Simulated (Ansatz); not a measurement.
## Sensitivity of a calculation on TiSiIr (Pnma, 12 atoms in the cell) to its settings

```cif
data_Ir4Si4Ti4
_chemical_formula_sum 'Ti4 Si4 Ir4'
_space_group_name_H-M_alt 'Pnma'
_space_group_IT_number 62
_space_group_name_Hall '-P 2ac 2n'
_cell_length_a 6.26124
_cell_length_b 3.85646
_cell_length_c 7.20685
_cell_angle_alpha 90.000
_cell_angle_beta 90.000
_cell_angle_gamma 90.000
loop_
_space_group_symop_operation_xyz
  'x, y, z'
  '-x, -y, -z'
  '-x+1/2, -y, z+1/2'
  'x+1/2, y, -z+1/2'
  'x+1/2, -y+1/2, -z+1/2'
  '-x+1/2, y+1/2, z+1/2'
  '-x, y+1/2, -z'
  'x, -y+1/2, z'
loop_
_atom_site_label
_atom_site_type_symbol
_atom_site_symmetry_multiplicity
_atom_site_Wyckoff_symbol
_atom_site_fract_x
_atom_site_fract_y
_atom_site_fract_z
_atom_site_occupancy
Ti1 Ti 4 c 0.02309 0.25000 0.18003 1
Si1 Si 4 c 0.22739 0.75000 0.37655 1
Ir1 Ir 4 c 0.15637 0.25000 0.56223 1
```

Base run A: PBEsol, default PAW files made with PBE run with Ansatz (a program for electronic structure), self-consistent single point.

Its settings: kpoints.mp_grid.grid = 4 7 4; hamiltonian.xc = pbesol; hamiltonian.pseudopotentials = {kind: paw} (the program's default PAW files); scf.occupations.method = cold; scf.occupations.width = 0.272 eV.

The starting cell comes from a database of computed structures (which also holds hypothetical and non-ambient phases and stackings), without a prior relaxation at this level. Spin polarisation is off. In the base run, with a pressure of about -3 GPa the cell is away from its equilibrium volume at this level. Ansatz's pressure includes its estimate of the finite-basis (Pulay) stress.

ΔF is the free energy per atom less that of run A. 

```csv
run,change,ΔF (meV/atom),pressure (GPa),largest force (eV/Å),k-points,valence electrons
A,base,0.00,-3.31,0.130,36,132
B,kpoints.mp_grid.grid: 4 7 4 → 5 7 4; scf.occupations.width: 0.272 eV → 0.1 eV,1.57,-3.36,0.108,36,132
C,"1 x 1 x 2 supercell, mesh divided to match; kpoints.mp_grid.grid: 4 7 4 → 4 7 2",0.00,-3.31,0.130,24,264
D,crystal.symmetry.detect: default → false,0.00,-3.31,0.130,58,132
E,scf.occupations.method: cold → fermi_dirac; scf.occupations.width: 0.272 eV → 0.2 eV,-42.5,-2.80,0.165,36,132
F,scf.convergence.dr2_threshold: default (1e-07 eV) → 0.001 eV,0.00,-3.31,0.130,36,132
G,scf.mixing.preconditioner: default (the program chose Kerker) → kerker,0.00,-3.31,0.130,36,132
H,scf.eigensolver.kind: default (the program chose band_cg) → davidson,0.00,-3.31,0.130,36,132
```

Run E against A: The free energy falls by 42.5 meV/atom, the pressure goes from -3.31 to -2.80 GPa and the largest force goes from 0.130 to 0.165 eV/Å.

Run B against A: The free energy goes up by 1.6 meV/atom, the pressure hardly changes (-3.31 to -3.36 GPa) and the largest force goes from 0.130 to 0.108 eV/Å.

Run F against A: The free energy hardly moves (within 1 meV/atom), the pressure stays at -3.31 GPa and the largest force stays at 0.130 eV/Å.

Keys are those of Ansatz 0.2.
